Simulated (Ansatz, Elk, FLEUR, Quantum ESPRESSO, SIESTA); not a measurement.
Nb3B4 (Immm, 7 atoms in the cell) computed with different codes at matched settings

Self-consistent single point, at a second geometry (lattice scaled by 0.98). First geometry:

```
CELL_PARAMETERS angstrom
     -1.59340     1.67497     7.14835
      1.59340    -1.67497     7.14835
      1.59340     1.67497    -7.14835
ATOMIC_POSITIONS crystal
  Nb 0.18476 0.68476 0.50000
  Nb 0.81524 0.31524 0.50000
  Nb 0.00000 0.00000 0.00000
  B  0.43557 0.43557 0.00000
  B  0.56443 0.56443 0.00000
  B  0.36766 0.86766 0.50000
  B  0.63234 0.13234 0.50000
```

Shared settings, as Ansatz (a program for electronic structure) writes them: kpoints.mp_grid.grid = 7 7 7; scf.occupations.method = fermi_dirac; scf.occupations.width = 0.0073 Ry. Potentials and cutoffs stand in the table.

| code | model | ΔF from the first geometry (meV/atom) | pressure (GPa) | largest force (eV/Å) | cutoff |
|---|---|---|---|---|---|
| Quantum ESPRESSO | PBEsol, GBRV 1.5 ultrasoft (PBESOL) pseudopotentials | -29.4 | 0.84 | 0.156 | 40 Ry |
| Elk | PBEsol, all-electron FP-LAPW, Elk's shipped species files, default APW+lo basis | -22.4 | – | – | default |
| SIESTA | GGA PBEsol, numerical atomic orbitals DZP, PseudoDojo PBEsol standard norm-conserving potentials (rewritten from UPF to PSML) | -30.8 | 0.71 | 0.194 | grid 300 Ry |
| FLEUR | PBEsol, all-electron FLAPW (FLEUR), scalar-relativistic valence | -27.6 | – | 0.132 | Kmax 3.9 1/bohr |
| Ansatz | PBEsol, PAW files made with PBE | -29.0 | 0.95 | 0.151 | 30.9 Ry |

Size of the force on each atom (eV/Å): Sizes of forces hide their directions.

```json
[
 {"code": "Quantum ESPRESSO", "Nb1": "0.156", "Nb2": "0.156", "Nb3": "0.000", "B4": "0.049", "B5": "0.049", "B6": "0.055", "B7": "0.055"},
 {"code": "SIESTA", "Nb1": "0.179", "Nb2": "0.179", "Nb3": "0.000", "B4": "0.015", "B5": "0.015", "B6": "0.194", "B7": "0.194"},
 {"code": "FLEUR", "Nb1": "0.132", "Nb2": "0.132", "Nb3": "0.000", "B4": "0.054", "B5": "0.054", "B6": "0.051", "B7": "0.051"},
 {"code": "Ansatz", "Nb1": "0.151", "Nb2": "0.151", "Nb3": "0.000", "B4": "0.049", "B5": "0.049", "B6": "0.050", "B7": "0.050"}
]
```

A dash marks a value that a program does not give, or that is left out as unsure.

On Ansatz's run: spin polarisation is off.

The spread over the programs that give each value: ΔF from the first geometry within 8.4 meV/atom; pressure within 0.24 GPa; largest force within 0.062 eV/Å.

SIESTA uses small atom-centred bases, whose incompleteness enters pressures, forces and empty levels differently from a plane-wave cutoff. Elk and FLEUR treat all electrons, but the usual bases taken here (sphere radii, linearisation, local orbitals, empty states) were not tested for convergence, so the values are no reference for the others. Ansatz's pressure is given at a fixed set of plane waves, as the other plane-wave codes print theirs; with its correction for the finite basis it is 1.04 GPa. In the force vectors, SIESTA (by 0.142) lies more than 0.08 eV/Å from the median of the plane-wave programs.

The starting cell comes from a database of computed structures (which also holds hypothetical and non-ambient phases and stackings), without a prior relaxation at this level. Its lattice was rescaled by a random factor within 2.5 % of one. For this run, on top of that: lattice scaled by 0.98.

Keys are those of Ansatz 0.2.
